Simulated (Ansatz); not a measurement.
Base system: a 16-atom supercell of SrO in the rock salt structure (space group Fm-3m, No. 225; a = 5.1950 Å) at its relaxed geometry.

All numbers come from PBE (Ansatz, a quantum-chemistry and plane-wave program), spin-orbit coupling left out.

One neutral defect a cell, atoms relaxed at fixed cell.

One change was made to it. Results:

| quantity | base | after |
|---|---|---|
| largest displacement of a host atom from its site in the perfect cell | – | 0.20 Å |
| pressure | 0.0 GPa | 12.6 GPa |

### Question
Name the change that was made.
A) Te on a O site
B) O on a Sr site (antisite)
C) Be on a Sr site
D) Ba on a Sr site

### Answer
A, Te on a O site. For comparison, the pressure in the other runs: Be on a Sr site gives -1.9 GPa; O on a Sr site (antisite) gives 0.3 GPa; Ba on a Sr site gives 2.6 GPa.

The magnetic state is the one reached from the starting moments; the real material's order can differ, and small cells can't hold many antiferromagnetic ones. In so small a cell the defect repeats every few ångströms: this is an ordered compound, not a dilute defect. A case with no gap was solved on a k-mesh chosen for an insulator, which is coarse for it. Starting moments died away, wholly or in part, for Te on a O site, Be on a Sr site and Ba on a Sr site; another magnetic solution may exist.
